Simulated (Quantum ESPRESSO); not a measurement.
**Short convergence ladders for LuAu (P4mm, 2 atoms in the cell)**

```
CELL_PARAMETERS angstrom
      3.51413     0.00000     0.00000
      0.00000     3.51413     0.00000
      0.00000     0.00000     3.51413
ATOMIC_POSITIONS crystal
  Lu 0.50000 0.50000 0.51423
  Au 0.00000 0.00000 0.00000
```

Base method: PBEsol, PSlibrary ultrasoft (PBE) pseudopotentials (plane waves; Quantum ESPRESSO).

Base settings: ecutwfc = 50 Ry; ecutrho = 450 Ry; occupations = smearing; smearing = fd; degauss = 0.0073499 Ry; input_dft = pbesol; potentials = {Lu: Lu.pbe-spdn-rrkjus_psl.1.0.0.UPF, Au: Au.pbe-n-rrkjus_psl.1.0.0.UPF}; K_POINTS = automatic 4 4 4 0 0 0; conv_thr = 1e-10 Ry; mixing_beta = 0.7.

The count of work is k-points × plane waves × bands × iterations; it is no time. 

**The k-point mesh at a smearing width of 0.05 eV**

In this ladder: degauss = 0.0036749 Ry.

The second cell is the first with its lattice scaled by 0.98.

Only quantities that move along the ladder and can be compared are tabulated.

| K_POINTS | free energy less the last step's (meV/atom) | energy of the compressed cell less the first (meV/atom) | pressure (GPa) | count of work / last |
|---|---|---|---|---|
| automatic 3 3 3 0 0 0 | 250.61 | 0.88 | -3.01 | 0.012 |
| automatic 5 5 5 0 0 0 | -20.83 | -13.64 | -4.82 | 0.030 |
| automatic 7 7 7 0 0 0 | 12.43 | -8.03 | -4.10 | 0.072 |
| automatic 10 10 10 0 0 0 | -2.09 | -10.66 | -4.43 | 0.23 |
| automatic 15 15 15 0 0 0 | 1.42 | -11.90 | -4.57 | 0.56 |
| automatic 18 18 18 0 0 0 | 0.00 | -11.11 | -4.48 | 1.0 |

Coarsest K_POINTS that holds the free energy within 5 meV/atom of the last step, with all finer ones: automatic 10 10 10 0 0 0, at 0.23 of the last step's count of work; the step before is off by 12 meV/atom.

Coarsest K_POINTS that holds the energy of the compressed cell less the first within 2 meV/atom of the last step, with all finer ones: automatic 10 10 10 0 0 0, at 0.23 of the last step's count of work; the step before is off by 3.1 meV/atom.

Coarsest K_POINTS that holds the pressure within 0.5 GPa of the last step, with all finer ones: automatic 5 5 5 0 0 0, at 0.030 of the last step's count of work; the step before is off by 1.5 GPa.

**The width of cold smearing**

In this ladder: smearing = cold; K_POINTS = automatic 7 7 7 0 0 0.

Narrow widths need finer meshes than wide ones, so the last steps can hold mesh noise.

Only quantities that move along the ladder and can be compared are tabulated; pressure and forces are left out, as mesh noise rules them at narrow widths.

```csv
degauss,free energy less the last step's (meV/atom)
0.073499 Ry,-19.73
0.036749 Ry,-3.59
0.02205 Ry,-0.11
0.0073499 Ry,0.00
```

Widest degauss that holds the free energy within 2 meV/atom of the last step, with all finer ones: 0.02205 Ry; the step before is off by 3.6 meV/atom.

On the base run: the starting cell comes from a database of computed structures (which also holds hypothetical and non-ambient phases and stackings), without a prior relaxation at this level. Its lattice was rescaled by up to half a per cent. One atom was moved a little off its site on purpose. In the base run, with a pressure of about -5 GPa the cell is away from its equilibrium volume at this level. Without a gap this mesh is coarse (it stands for a supercell whose shortest vector is 14 Å).

Left out of this page: 2 runs of the series outside the window shown, repeating another row's setting, or not comparable.
